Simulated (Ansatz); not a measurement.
S on the 1x1 (111) surface of fcc Au (the real clean face reconstructs), one in a 1x1 cell, energies for each (7.5 Å²). Energies are against ⅛ S8(g), without zero-point or thermal terms; each row is named by its start.

Computed with PBE (plane waves to 420 eV, PAW; Ansatz, a program for electronic structure).

Model: 5-atom slab, 7.2 Å thick at the start under the adsorbate (thin: gaps and levels are the slab's own), 12x12x1 mesh, Fermi-Dirac 0.1 eV, dipole correction, 2 atoms held, the rest relaxed; each run with such symmetry as its start has; spin-polarised, no spin-orbit, no U, no dispersion correction.

A negative adsorption energy means that the adsorbate is more stable on the surface than in its reference. Heights count from the host atoms within 0.3 Å of the top one.

| starting site | E_ads (eV) | height (Å) | nearest host atom (Å) | bonded to | Δ work function (eV) | lateral drift (Å) | moment (μB) |
|---|---|---|---|---|---|---|---|
| top Au | (withheld) | 2.40 | Au 2.40 | Au | (withheld) | 0.0 | 0.0 |
| hollow Au-Au-Au over Au at depth 2.4 Å | 0.85 | 2.13 | Au 2.72 | 3 Au | 0.42 | 0.0 | 0.0 |
| hollow Au-Au-Au over Au at depth 4.8 Å | 0.86 | 2.11 | Au 2.71 | 3 Au | 0.40 | 0.0 | 0.0 |
| bridge Au-Au (span 2.9 Å) | 0.82 | 2.16 | Au 2.61 | 2 Au | 0.42 | 0.2 | 0.0 |

What belongs in the gaps?


- top Au, E_ads (eV): 0.62
- top Au, Δ work function (eV): 0.43
